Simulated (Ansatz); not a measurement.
## TiC: stress against strain

TiC (rock salt, Fm-3m, 10.133 Å³/atom and stress up to 0.01 GPa in the relaxed cell, cube axes along x, y and z) under a strain ε along a cube axis (axis z), the other axes held. r2SCAN in Ansatz, a plane-wave DFT program (PAW, default set), 500 eV, 23×23×23 Γ-centred mesh, Fermi-Dirac smearing 0.10 eV; ions are relaxed, or left where forces stay under 0.02 eV/Å, within the symmetry of each cell. Stress is positive for a compressed cell.

Here s stands for strain and y for stress zz.

```csv
strain (%),stress zz (GPa)
-1.50,8.63
-1.00,5.60
-0.50,2.72
0.00,0.00
0.50,-2.57
1.00,-5.00
1.50,-7.29
3.00,?
```

Using a straight line, estimate the missing y at s = 3.00 from the other rows, showing the fit.

Means: s 0, y 0.299. About the means, the sum of products is -37.125 and the sum of squares of s is 7.0000; the slope is their ratio. Least squares gives y = 0.299 - 5.3036·s. Residuals (row less fit): 0.376, -0.003, -0.231, -0.299, -0.217, 0.005, 0.366; standard error 0.305 (degrees of freedom: 5). The slope gives the elastic constant C11 = about 530 GPa. At the withheld row, y = 0.299 - 5.3036 × 3.0 = -15.612 GPa. The calculation gives -13.40 GPa, 2.212 GPa above the prediction (10.0 % of the range of y in the table). The row lies outside the fitted rows, so this is an extrapolation. From the scatter of the fitted rows alone, a prediction at this place has a standard error of 0.475 GPa, so the miss is 4.7 times that.

A polynomial of degree 2 through the 12 other runs of the series gives -13.26 there, so most of the miss is curvature that the fit leaves out. In a metal these values are sensitive to mesh and smearing; energies are taken to zero smearing, stresses follow the free energy. The runs aren't spin-polarised. Rows are the converged runs of the series near zero and its far end; series whose fitted rows scatter by over a few per cent of the range, as at a crossing or softening among them, aren't shown in this form, nor equations of state whose B0' disagrees with the runs' pressures. Most that stay on the fit to the last digits aren't either.
